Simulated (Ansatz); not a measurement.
## Effect of pressure −1 GPa on C

The parent structure is C (space group Fmmm, No. 69; a = 2.456 Å, b = 4.251 Å, c = 6.753 Å; layered, stacked along the Cartesian z axis).

Modification: a negative pressure, −1 GPa.

The values are results of r2SCAN+rVV10 in Ansatz (plane waves to 500 eV, PAW, no spin-orbit coupling), not measurements. Γ-centred 16×16×16 mesh, Fermi–Dirac width 0.05 eV.

- Density = 2.19 g/cm³ (base 2.26 g/cm³)
- Shortest interatomic distance = 2.680 bohr (base 2.677 bohr)
- Enthalpy H = E + PV relative to the base's energy = -0.06 eV/atom
- Band gap = zero (base zero)

Final structure:

```
CELL_PARAMETERS angstrom
      0.00000     2.12760     3.48115
      1.22908     0.00000     3.48115
      1.22908     2.12760     0.00000
ATOMIC_POSITIONS crystal
  C  0.16665 0.83335 0.16665
  C  0.83335 0.16665 0.83335
```

Load acts through the strain it causes; cell and atoms are relaxed under it. No phonon test of stability was made. The base started in Cmme and relaxed to Fmmm at this level. Gaps under 0.05 eV, about the width of the smearing, are given as zero. This is not the structure that C has at room temperature and ambient pressure.

Ansatz is a first-principles code.
